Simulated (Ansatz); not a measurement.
Amorphous cells of 8 compositions: the gap between the highest filled and lowest empty level at the zone centre, by PBE and by a single point of HSE06 on the same geometry (PBE, scalar-relativistic without spin-orbit coupling (plane waves to 420 eV, PAW; Ansatz, a program for electronic structure); exact exchange cut at the cells' faces). The networks come from melt-quench runs on the CHGNet potential at compositions and starting densities chosen by hand, with anions pushed apart in the CHGNet dynamics, and DFT then relaxed them. The cells are small and were quenched far faster than real films, so single cells scatter. Defect or tail levels can set these gaps. The rows are the first to finish with both values and no moments.

```json
[
 {"cell": "A (Si30N41In, 3.12 g/cm3)", "PBE gap x (eV)": "1.37", "HSE06 gap y (eV)": "2.59"},
 {"cell": "B (Si30N44Ti3, 2.95 g/cm3)", "PBE gap x (eV)": "1.66", "HSE06 gap y (eV)": "2.90"},
 {"cell": "C (Si30N41Ga, 3.04 g/cm3)", "PBE gap x (eV)": "1.83", "HSE06 gap y (eV)": "withheld"},
 {"cell": "D (Si30N45Ta3, 3.78 g/cm3)", "PBE gap x (eV)": "1.88", "HSE06 gap y (eV)": "3.03"},
 {"cell": "E (Si30N41Al, 2.96 g/cm3)", "PBE gap x (eV)": "2.07", "HSE06 gap y (eV)": "3.40"},
 {"cell": "F (Si30N41B, 2.92 g/cm3)", "PBE gap x (eV)": "2.28", "HSE06 gap y (eV)": "3.53"},
 {"cell": "G (Si30N41Li3, 2.81 g/cm3)", "PBE gap x (eV)": "2.34", "HSE06 gap y (eV)": "3.60"},
 {"cell": "H (Si30N42Ca3, 2.96 g/cm3)", "PBE gap x (eV)": "2.75", "HSE06 gap y (eV)": "4.07"}
]
```

### Question
Fit a straight line through the 7 full rows and predict the withheld value for C (Si30N41Ga, 3.04 g/cm3).

### Answer
Means: x = 2.050, y = 3.303. Slope = Σ(Δx Δy) / Σ(Δx²) = 1.366 / 1.271 = 1.07; the r.m.s. residual is 0.047. Prediction: 3.303 + 1.07 × (1.83 − 2.050) = 3.07. The run gave 3.08, 0.01 above the line.
